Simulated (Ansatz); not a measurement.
Given:

End structure of the (22-41) surface of hexagonal WC in its 1x1 cell (cut with top plane W, bottom plane C), outermost plane spacing 0.35 Å in the ideal cut:

```yaml
crystal:
  lattice:
    - [5.06115, 0.00000, 0.00000]
    - [2.53057, 5.87792, 0.00000]
    - [0.00000, 0.00000, 26.50000]
  atoms:
    - { symbol: C, position: [0.40077, 0.79994, 0.31362] }
    - { symbol: W, position: [0.26079, 0.56002, 0.32207] }
    - { symbol: C, position: [0.65103, 0.30898, 0.33842] }
    - { symbol: W, position: [0.48059, 0.06189, 0.34792] }
    - { symbol: C, position: [0.91136, 0.81922, 0.36322] }
    - { symbol: W, position: [0.70362, 0.59291, 0.37332] }
    - { symbol: C, position: [0.15431, 0.35252, 0.38533] }
    - { symbol: W, position: [0.93779, 0.12313, 0.39846] }
    - { symbol: C, position: [0.39117, 0.88819, 0.41359] }
    - { symbol: W, position: [0.17335, 0.65283, 0.42644] }
    - { symbol: C, position: [0.62919, 0.41580, 0.43993] }
    - { symbol: W, position: [0.40872, 0.18304, 0.45298] }
    - { symbol: C, position: [0.86023, 0.94976, 0.46632] }
    - { symbol: W, position: [0.64492, 0.71427, 0.48007] }
    - { symbol: C, position: [0.09520, 0.47944, 0.49315] }
    - { symbol: W, position: [0.87928, 0.24568, 0.50652] }
    - { symbol: C, position: [0.32972, 0.01121, 0.51997] }
    - { symbol: W, position: [0.11306, 0.77615, 0.53287] }
    - { symbol: C, position: [0.56422, 0.54063, 0.54674] }
    - { symbol: W, position: [0.34750, 0.30843, 0.55995] }
    - { symbol: C, position: [0.80034, 0.07296, 0.57237] }
    - { symbol: W, position: [0.58091, 0.83623, 0.58592] }
    - { symbol: C, position: [0.03079, 0.60443, 0.60068] }
    - { symbol: W, position: [0.81610, 0.37009, 0.61507] }
    - { symbol: C, position: [0.26947, 0.13320, 0.62733] }
    - { symbol: W, position: [0.04482, 0.90063, 0.63888] }
    - { symbol: C, position: [0.48527, 0.66992, 0.65366] }
    - { symbol: W, position: [0.30702, 0.42148, 0.66404] }
    - { symbol: C, position: [0.72238, 0.18227, 0.67489] }
    - { symbol: W, position: [0.53995, 0.95705, 0.68627] }
```

Model: 30-atom slab, C15W15, 10.3 Å thick at the start (thin: gaps and levels are the slab's own), 8x7x1 mesh, Fermi-Dirac 0.1 eV, dipole correction, all atoms relaxed; no symmetry held; no spin, no spin-orbit, no U.

Task: What is the computed surface energy (mean of two unlike faces) (Ansatz (an electronic-structure program) with PBE)?

Result: 253 meV/Å^2

Task: Predict the work function of the top face from PBE.

Result: 3.94 eV
